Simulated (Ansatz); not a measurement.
Consider Sc in the hcp (Mg type) structure (space group P6_3/mmc, No. 194; a = 3.275 Å, c = 5.105 Å; relaxed with 0.1 eV smearing). Axes: x lies along a and z along c of the hexagonal cell.

Calculations: PBEsol (Ansatz, an electronic-structure program; PAW; 420 eV plane waves; spin-orbit coupling left out).

Base values:

The shortest interatomic distance is 3.177 Å.

The change: tensor shear ε_xz = +1.43 % (engineering shear γ = 0.0286), atoms relaxed at fixed cell.

Question: Predict the new stress, shortest interatomic distance and energy relative to the base.

Answer: The stress (xx, yy, zz, yz, xz, xy; compression positive) amounts to (0.0, 0.0, 0.1, 0.0, -0.9, 0.0) GPa; the shortest interatomic distance drops by 0.038 Å, from 3.177 Å to 3.139 Å; the energy rises by 1.9 meV/atom.

The cells carry an imposed strain or load. Stability against distortions was not tested. All final runs are without spin polarisation.
